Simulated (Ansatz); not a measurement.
How far to go with shifted k-point meshes: LaH3 (I4mm, 4 atoms in the cell)

```xyz
4
Lattice="-1.8677 1.8677 3.0406 1.8677 -1.8677 3.0406 1.8677 1.8677 -3.0406" Properties=species:S:1:pos:R:3 pbc="T T T"
La     0.0000     0.0000     0.0500
H      0.0000     1.8677     1.5203
H      1.8677     0.0000     1.5203
H      0.0000     0.0000     3.0406
```

Level of theory: LDA (PW92), default PAW files made with PBE (plane waves; Ansatz, a first-principles code).

Base settings: basis.ecutwfc = 420 eV; kpoints.mp_grid.grid = 9 9 9; hamiltonian.xc = lda; hamiltonian.pseudopotentials = {kind: paw} (the program's default PAW files); scf.occupations.method = fermi_dirac; scf.occupations.width = 0.02 eV.

In this ladder: kpoints.mp_grid.shift = 0.5 0.5 0.5.

Shifted meshes do not hold Γ, so a gap read on them misses any band edge there.

Only quantities that move along the ladder and can be compared are tabulated.

The count of work is k-points × plane waves × bands × iterations; it is no time. 

The starting cell comes from a database of computed structures (which also holds hypothetical and non-ambient phases and stackings), without a prior relaxation at this level. Its lattice was rescaled by up to half a per cent. One atom was moved a little off its site on purpose. In the base run, with a pressure of about -3 GPa the cell is away from its equilibrium volume at this level. Ansatz's pressure includes its estimate of the finite-basis (Pulay) stress.

```tsv
kpoints.mp_grid.grid	free energy less the last step's (meV/atom)	pressure (GPa)	gap on the mesh (eV)	count of work / last
2 2 2	-104.33	-5.30	2.922	0.0020
3 3 3	-17.60	-3.54	2.333	0.0041
4 4 4	-4.00	-3.15	1.448	0.0075
5 5 5	-1.41	-3.13	1.018	0.012
6 6 6	-0.46	-3.11	0.789	0.019
7 7 7	-0.16	-3.10	0.656	0.027
8 8 8	-0.05	-3.10	0.557	0.038
9 9 9	-0.02	-3.10	0.502	0.051
10 10 10	0.00	-3.10	0.445	0.067
11 11 11	0.00	-3.10	0.417	0.086
12 12 12	0.00	-3.10	0.385	0.11
13 13 13	0.00	-3.10	0.369	0.13
14 14 14	0.00	-3.10	0.348	0.16
16 16 16	0.00	-3.10	0.324	0.23
18 18 18	0.00	-3.10	0.308	0.32
20 20 20	0.00	-3.10	0.296	0.43
22 22 22	0.00	-3.10	0.287	0.56
24 24 24	0.00	-3.10	0.281	0.72
27 27 27	0.00	-3.10	0.274	1.0
```

Coarsest kpoints.mp_grid.grid that holds the pressure within 0.5 GPa of the last step, with all finer ones: 3 3 3, at 0.0041 of the last step's count of work; the step before is off by 2.2 GPa.

Coarsest kpoints.mp_grid.grid that holds the free energy within 5 meV/atom of the last step, with all finer ones: 4 4 4, at 0.0075 of the last step's count of work; the step before is off by 18 meV/atom.

Keys are those of Ansatz 0.2.
